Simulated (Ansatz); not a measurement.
# A computed series for hypothetical P6_422 SiC: response to strain

Consider SiC (space group P6_422, No. 181; a = 3.0657 Å, c = 7.0310 Å; a hypothetical phase, not in the database extracts checked). Axes: x lies along a and z along c of the hexagonal cell.

Strains are applied to the cell and any free atomic positions relax; under biaxial strain the out-of-plane vector relaxes too.

Levels (all Ansatz, a quantum-chemistry and plane-wave program, PAW): PBEsol (420 eV, no SOC); r2SCAN (500 eV, without spin-orbit coupling); HSE06 (420 eV, no spin-orbit coupling).

Band gaps by level, all at the geometries relaxed with PBEsol:

| case | PBEsol | r2SCAN | HSE06 |
|---|---|---|---|
| base | 0.77 eV | 1.17 eV | 1.63 eV |
| biaxial strain −2.31 %, plane normal [001], relaxed out of plane | 0.38 eV | 0.76 eV | 1.23 eV |
| biaxial strain +3.65 %, plane normal [001], relaxed out of plane | 0.89 eV | 1.27 eV | 1.78 eV |
| uniaxial strain ε_xx = +2.22 % | 0.82 eV | 1.23 eV | 1.68 eV |
| uniaxial strain ε_xx = +2.84 % | 0.83 eV | 1.24 eV | 1.69 eV |

Single points use the geometry relaxed with PBEsol. HSE06 gaps are upper bounds (no full band path). No phonon test of stability was made. The base started in P3_121 and relaxed to P6_422 at this level.
